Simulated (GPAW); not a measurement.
A user runs GPAW on Mg5Zn (Amm2, 6 atoms in the cell) and asks whether the run is sound. The aim is a self-consistent single point with DFT LDA (Perdew-Wang 92), plane waves, GPAW PAW datasets LDA (gpaw-data 1.0.1).

Cell that was meant: a = 4.9601 Å, b = 8.0876 Å, c = 8.0876 Å, α = 22.45°, β = 90.00°, γ = 90.00°.

Part of the input:

```python
from gpaw import GPAW, PW

atoms = Atoms(['Mg', 'Mg', 'Mg', 'Mg', 'Mg', 'Zn'],
              cell=[[2.624788, 0.000000, 0.000000],
                    [0.000000, 0.833200, 4.197875],
                    [0.000000, -0.833200, 4.197875]],
              scaled_positions=[[0.500000, 0.998550, 0.998550],
                                [0.500000, 0.671470, 0.671470],
                                [0.500000, 0.331220, 0.331220],
                                [0.000000, 0.562100, 0.562100],
                                [0.000000, 0.880210, 0.880210],
                                [0.000000, 0.223110, 0.223110]],
              pbc=True)

calc = GPAW(mode=PW(850),
[...]
            nbands=-12,
            convergence={'density': 1e-05},
            symmetry={'symmorphic': False, 'tolerance': 0.0005},
            maxiter=60)

atoms.calc = calc
```

Output, abridged:

```
Input parameters:
  convergence: {density: 1e-05}
  kpts: [5 7 7]
  maxiter: 60
  mode: {ecut: 850.0,
         name: pw}
  nbands: -12
   [... lines left out ...]
   5 Zn     0.000000   -0.000000    1.873176    ( 0.0000,  0.0000,  0.0000)

Unit cell:
           periodic     x           y           z      points  spacing
  1. axis:    yes    2.624788    0.000000    0.000000    18     0.1458
  2. axis:    yes    0.000000    0.833200    4.197875    30     0.0545
  3. axis:    yes    0.000000   -0.833200    4.197875    30     0.0545

  Lengths:   2.624788   4.279764   4.279764
  Angles:   22.452488  90.000000  90.000000

Effective grid spacing dv^(1/3) = 0.1043
     iter     time        total  log10-change:
                         energy   eigst   dens
iter:   1 --:--:--   187.545738
iter:   2 --:--:--   190.658026   -1.31  -1.14
iter:   3 --:--:--   206.157069   -0.67  -1.16
iter:   4 --:--:--   206.939421   -2.09  -1.37
iter:   5 --:--:--   208.991745   -2.26  -1.50
iter:   6 --:--:--   209.773497   -2.01  -1.64
iter:   7 --:--:--   209.773328   -2.90  -1.98
iter:   8 --:--:--   209.762472c  -3.21  -2.06
iter:   9 --:--:--   209.722740   -2.96  -2.12
iter:  10 --:--:--   209.753919   -2.51  -2.09
iter:  11 --:--:--   209.765873   -4.08  -2.57
   [... lines left out ...]
iter:  16 --:--:--   209.773251c  -6.64  -3.55
iter:  17 --:--:--   209.773318c  -6.26  -3.64
iter:  18 --:--:--   209.773273c  -6.91  -3.83
iter:  19 --:--:--   209.773313c  -6.79  -3.98
iter:  20 --:--:--   209.773308c  -6.88  -4.10
iter:  21 --:--:--   209.773313c  -8.03c -4.25
iter:  22 --:--:--   209.773292c  -7.80c -4.35
iter:  23 --:--:--   209.773284c  -8.43c -4.58
iter:  24 --:--:--   209.773283c  -9.09c -4.63
iter:  25 --:--:--   209.773288c  -7.92c -4.68
iter:  26 --:--:--   209.773288c  -9.78c -4.98
iter:  27 --:--:--   209.773288c  -8.31c -5.06c
Converged after 27 iterations.

Dipole moment: (-0.000000, 0.000000, -0.855933) |e|*Ang

Energy contributions relative to reference atoms: (reference = -75924.051787)

Kinetic:       +1139.116290
Potential:     -752.095042
External:        +0.000000
XC:            -175.390597
Entropy (-ST):   -0.046083
Local:           -1.834321
SIC:             +0.000000
--------------------------
Free energy:   +209.750247
Extrapolated:  +209.773288

Showing only first 2 kpts
 Kpt  Band  Eigenvalues  Occupancy
  0    29     36.96370    2.00000
  0    30     39.71540    1.30127
  0    31     40.42605    0.00094
  0    32     41.51816    0.00000

  1    29     39.36423    1.97309
  1    30     39.58717    1.70800
  1    31     41.01732    0.00000
  1    32     41.43921    0.00000

   [... lines left out ...]
Fermi level: 39.78984
No gap
   [... lines left out ...]
  2 Mg    0.00000    0.00000   15.59959
  3 Mg    0.00000    0.00000  -17.06562
  4 Mg    0.00000    0.00000   22.41854
  5 Zn    0.00000    0.00000   -6.78798

Stress tensor:
   -21.984728     0.000000     0.000000
     0.000000   -21.295516    -0.000000
     0.000000    -0.000000   -21.133223
Stress (GPa, Voigt): [-3522.3417 -3411.9178 -3385.9157    -0.         0.         0.    ]
```

Task: Is this run sound? If not, what is wrong?

Result: The run is not sound. The fault is this: cell numbers converted the wrong way (times 0.529). Bohr and ångström differ by a factor of 1.89; the cell that the program reads is then far too large or far too small. To fix it, give the lengths in the unit that the key or card expects. The run converged in 27 iterations without an error; against the sound input the free energy rises by 36.9 eV/atom, the pressure goes from -1.61 to 3440 GPa and the largest force goes from 0.043 to 22.42 eV/Å.

The sound input it was made from differs as follows (other fixes are possible):
```diff
-              cell=[[2.624788, 0.000000, 0.000000],
-                    [0.000000, 0.833200, 4.197875],
-                    [0.000000, -0.833200, 4.197875]],
-              scaled_positions=[[0.500000, 0.998550, 0.998550],
-                                [0.500000, 0.671470, 0.671470],
-                                [0.500000, 0.331220, 0.331220],
-                                [0.000000, 0.562100, 0.562100],
-                                [0.000000, 0.880210, 0.880210],
-                                [0.000000, 0.223110, 0.223110]],
+              cell=[[4.960130, 0.000000, 0.000000],
+                    [0.000000, 1.574520, 7.932835],
+                    [0.000000, -1.574520, 7.932835]],
+              positions=[[2.480065, 0.000000, 15.842665],
+                         [2.480065, 0.000000, 10.653321],
+                         [2.480065, 0.000000, 5.255027],
+                         [0.000000, 0.000000, 8.918093],
+                         [0.000000, 0.000000, 13.965121],
+                         [0.000000, -0.000000, 3.539790]],
-            maxiter=60)
+            maxiter=120)
```

With that input, the run converged in 20 iterations: free energy E − TS (from the program's reference atoms) -11.4773 eV; Fermi level (on the code's own zero) 4.01 eV; pressure -1.61 GPa; largest force (vector length) 0.043 eV/Å (DFT LDA (Perdew-Wang 92), plane waves, GPAW PAW datasets LDA (gpaw-data 1.0.1)).

On the sound input: the starting cell comes from a database of computed structures (which also holds hypothetical and non-ambient phases and stackings), without a prior relaxation at this level.
